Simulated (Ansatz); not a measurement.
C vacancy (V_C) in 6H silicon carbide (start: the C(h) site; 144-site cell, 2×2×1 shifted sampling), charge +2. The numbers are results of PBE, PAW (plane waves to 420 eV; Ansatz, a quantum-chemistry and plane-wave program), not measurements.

```
Quantity                                          Value
---------------------------------------  --------------
total energy of the defect cell          -63641.8158 eV
total energy of the perfect cell         -63875.6803 eV
μ(C) in graphite, atoms added −1           -250.9442 eV
Δμ(C), Si-rich                                -0.408 eV
valence-band maximum on the cell's zero        9.344 eV
image correction with alignment                0.432 eV
Fermi level above the maximum                   1.50 eV
```

Work out the formation energy.

E_f = E(defect) − E(perfect) − Σ n μ + q (E_VBM + E_F) + E_corr = 233.865 − (251.352) + (21.687) + (0.432) = 4.63 eV.
